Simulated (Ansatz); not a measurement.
Consider the following.

End structure of the (311) surface of fcc Ca in its 1x1 cell, outermost plane spacing 1.67 Å in the ideal cut:

```yaml
crystal:
  lattice:
    - [3.91030, 0.00000, 0.00000]
    - [-1.95515, 6.48450, 0.00000]
    - [0.00000, 0.00000, 26.50000]
  atoms:
    - { symbol: Ca, position: [0.72130, 0.44261, 0.31604] }
    - { symbol: Ca, position: [0.45207, 0.90415, 0.37525] }
    - { symbol: Ca, position: [0.18155, 0.36313, 0.43698] }
    - { symbol: Ca, position: [0.90909, 0.81818, 0.50000] }
    - { symbol: Ca, position: [0.63663, 0.27323, 0.56302] }
    - { symbol: Ca, position: [0.36611, 0.73221, 0.62475] }
    - { symbol: Ca, position: [0.09688, 0.19375, 0.68396] }
```

Slab: 7 atoms, 10.0 Å thick at the start (thin: gaps and levels are the slab's own); k 10x6x1, smearing 0.1 eV, dipole-corrected; all atoms relaxed; held to the part of the start's symmetry that mesh and held atoms allow; no spin, no spin-orbit, no U.

### Question
Give the work function of the top face at the level Ansatz (an electronic-structure program) with PBE.

### Answer
2.75 eV

### Question
Predict the surface energy (mean of both faces) from PBE.

### Answer
0.53 J/m^2
